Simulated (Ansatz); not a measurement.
**Na, response to strain**

Base system: Na in the bcc (W type) structure (space group Im-3m, No. 229; a = 4.199 Å; relaxed with 0.1 eV smearing).

Strains are applied to the cell and any free atomic positions relax.

Level of theory: PBE (Ansatz, a program for electronic structure, PAW, no spin-orbit coupling).

Candidates:
(a) isotropic strain −2.50 %
(b) isotropic strain +2.00 %
(c) isotropic strain +1.00 %

Notes on the quantities. energy relative to the base: free energy F.

Task: Order them by energy relative to the base, highest first.

Result: (a) isotropic strain −2.50 % (+5.4 meV/atom), (b) isotropic strain +2.00 % (+3.0 meV/atom), (c) isotropic strain +1.00 % (+0.8 meV/atom)

Whether these cells are dynamically stable was not tested.
